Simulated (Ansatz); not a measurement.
The (100) surface of rock-salt TaC in its 1x1 cell (cut with top plane C + Ta, bottom plane C + Ta), outermost plane spacing 2.24 Å in the ideal cut

The numbers are results of PBE (plane waves to 420 eV, PAW; Ansatz, a first-principles code), not measurements.

Slab: 12 atoms, C6Ta6, 11.2 Å thick at the start; k 12x12x1, smearing 0.1 eV, dipole-corrected; all atoms relaxed; start symmetry kept, larger cells not searched; no spin, no spin-orbit, no U.

- surface energy (mean of both faces) = 1.48 J/m²
- surface energy before relaxation = 1.94 J/m²
- work function of the top face = 3.66 eV
- energy released by relaxation = 0.57 eV
- cost = around 5 core-minutes (rough)
